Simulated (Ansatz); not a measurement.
The starting structures come from a database of crystals and need not be the phases stable at ambient conditions.

By PBEsol, the system below comes out a metal.

Given:

```xyz
2
Lattice="2.9380 0.0000 0.0000 0.0000 2.9380 0.0000 0.0000 0.0000 2.9979" Properties=species:S:1:pos:R:3 pbc="T T T"
Al     0.0000     0.0000     0.0000
Os     1.4690     1.4690     1.4990
```

Space group of this cell: P4/mmm. The cell is strained (lengths across the current scaled by 0.98, ions clamped); by PBEsol its mean pressure is 9.6 GPa.

The current flows along the normal of the first two printed cell vectors, the (001) (indices of the unstrained crystal) plane of the conventional cell. No spin-orbit coupling; the value is a mean over 0.1 eV about the Fermi level.

Problem. Estimate the ballistic conductance per area that PBEsol run with Ansatz (a program for electronic structure) returns for this system.

Solution. 1.3 × 10¹⁵ S/m² for both spins.
